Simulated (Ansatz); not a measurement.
System: cubic perovskite RbMnF3. Method: PBEsol (Ansatz, a program for electronic structure, PAW).

Numerical settings: plane-wave cutoff 520 eV, 8×8×8 k mesh, Fermi–Dirac smearing 0.01 eV, spin-polarised start, scalar-relativistic PAW data made under PBE.

Equation-of-state points:

```tsv
V (Å³/atom)	E − E_lowest (meV/atom)
14.156	13.17
14.457	5.62
14.758	1.35
15.059	0.00
15.361	1.26
15.662	4.84
15.963	10.49
```

### Question
Fit the third-order Birch–Murnaghan equation and give B0 and B′.

### Answer
V0 = 15.059 Å³/atom, B0 = 69.2 GPa, B′ = 4.7 (fit to the energies at full precision).

Measured, for comparison: equilibrium volume per atom 15.24 Å³/atom (room temperature, not corrected to a static lattice; as tabulated in Dubrovin et al. (2021), arXiv:2110.13026). Computed (rounded) less measured: equilibrium volume per atom -1.2 %. A static lattice is as a rule a little smaller and stiffer than an uncorrected measurement, which narrows the difference in the equilibrium volume per atom and would widen misses of the other sign.

Note: the magnetic order was assumed, not searched for or taken from measurement; the relaxation could not lower the start's symmetry, so the cell can be a saddle point above a distorted one.
